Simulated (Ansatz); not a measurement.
Consider an 8-atom supercell of NiO in the rock salt structure (space group Fm-3m, No. 225; ferromagnetic) at its relaxed geometry.

```
NiO
1.0
   -4.11721     0.00000     0.00000
    0.00000     0.00000     4.11721
    0.00000     4.11721     0.00000
O Ni
4 4
Direct
  0.00000   0.00000   0.00000
  0.50000   0.00000   0.50000
  0.50000   0.50000   0.00000
  0.00000   0.50000   0.50000
  0.50000   0.50000   0.50000
  0.00000   0.50000   0.00000
  0.00000   0.00000   0.50000
  0.50000   0.00000   0.00000
```

Level of theory: PBEsol in Ansatz (plane waves to 420 eV, PAW, no spin-orbit coupling), earlier PAW set.

Before the change:

```
Quantity   Result
--------  -------
Pressure  0.0 GPa
```

Now apply this change: one O atom is added in an open site, starting 1.61 Å from the nearest host atom, atoms relaxed at fixed cell, starting from a slightly rattled geometry.

Question: How does this affect the final site of the added atom, largest displacement of a host atom from its site in the perfect cell and pressure?

Answer: The final site of the added atom is 4 Ni at 1.78–1.90 Å; the largest displacement of a host atom from its site in the perfect cell amounts to 0.60 Å; the pressure goes from zero to 36.5 GPa.

The cell is small, so the values are those of an ordered compound at a high defect concentration; dilute-limit values will differ. Starting moments died away, wholly or in part, for O interstitial (started 1.61 Å from the nearest host atom); another magnetic solution may exist. No Hubbard U is applied and the magnetic state is the run's own (Ni4O5 without a net moment; NiO ferromagnetic); small cells can't hold the antiferromagnetic order that many such compounds have, so gaps and moments can be off. In its common phase, real NiO is an antiferromagnetic insulator at low temperature. The defect cell is spin-polarised and ends with 0.0 μB.

Ansatz is a first-principles code.
